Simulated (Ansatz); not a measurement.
A constructed model of the (110) surface of bcc Mo, a pseudomorphic layer of Pd in the host's stacking (bottom of the slab: a bare face, its two planes held)

These are PBE (plane waves to 420 eV, PAW; Ansatz, a first-principles code) values and carry that method's errors.

Model: 7-atom slab, 13.8 Å thick at the start with caps and adatoms (thin: gaps and levels are the slab's own), 14x14x1 mesh, Fermi-Dirac 0.1 eV, dipole correction, 2 atoms held, the rest relaxed; symmetry of the start imposed; no spin, no spin-orbit, no U. It is one candidate, not shown to be the stable structure of the face.

```
Quantity                                                         Value
-----------------------------  ---------------------------------------
work function of the top face                                  4.57 eV
energy released by relaxation                                  0.42 eV
cost                           about 2.7 core-minutes (a rough figure)
```
